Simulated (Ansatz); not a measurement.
System: HgTe (P3₂21, No. 154, 6 atoms in the cell; start mp-1071269; a measured phase of this formula has another space group). Method: PBEsol (Ansatz, a quantum-chemistry and plane-wave program, plane waves, PAW).

Numerical settings: plane-wave cutoff 500 eV, 12×12×4 k mesh (along the axes of the cell as run), gaussian smearing 0.02 eV, scalar-relativistic PAW data made under PBE.

Cell (relaxed at this level):

```xyz
6
Lattice="4.5136 0.0000 0.0000 -2.2568 3.9089 0.0000 0.0000 0.0000 10.1519" Properties=species:S:1:pos:R:3 pbc="T T T"
Hg     1.4522     2.5153     0.0000
Hg     1.6091     0.0000     6.7679
Hg    -0.8046     1.3936     3.3840
Te     1.2222     2.1169     5.0759
Te     2.0693     0.0000     1.6920
Te    -1.0346     1.7920     8.4599
```

**Question.** Give the computed band gap.

**Answer.** 
- band gap: 0.35 eV (on the SCF k mesh)

Note: the relaxation could not lower the start's symmetry, so the cell can be a saddle point above a distorted one.

Spin–orbit coupling is not included; with these elements it can move the gap by several tenths of an eV or more.

Computed values are for the static lattice.

Computing time: around 9 core-minutes (rough).

A start named mp-… is a Materials Project structure, which need not be a measured phase.
